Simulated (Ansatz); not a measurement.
## ZnGeO3 (R3c, No. 161, 10 atoms in the cell; start mp-1020631): band gap by level of theory

No measured value is used here.

```json
[
 {"level (code)": "LDA (Ansatz)", "value (eV)": "1.67 (direct)"},
 {"level (code)": "PBEsol+SOC (Ansatz)", "value (eV)": "1.65 (direct)"},
 {"level (code)": "r²SCAN+SOC (Ansatz)", "value (eV)": "2.32 (direct)"},
 {"level (code)": "HSE06+SOC (Ansatz)", "value (eV)": "3.54 (direct)"},
 {"level (code)": "PBE0 (Ansatz)", "value (eV)": "?"}
]
```

Q: Fill in the missing entries.

A: 
- PBE0 (Ansatz, an electronic-structure program), value (eV): 4.26 (direct)

Computed values are for a static lattice. Spin–orbit coupling is included only where a level's name says +SOC; with heavier elements it mostly lowers gaps and can invert bands.  PBEsol+SOC, r²SCAN+SOC: the gap is read on the k mesh or supercell of the run alone and can be too large. Values are at the PBEsol cell. Cutoffs and k meshes differ between the levels. Ansatz's density-functional and Hartree–Fock values are scalar-relativistic unless marked +SOC, with PAW data made under PBE.

A start named mp-… is a Materials Project structure, which need not be a measured phase.
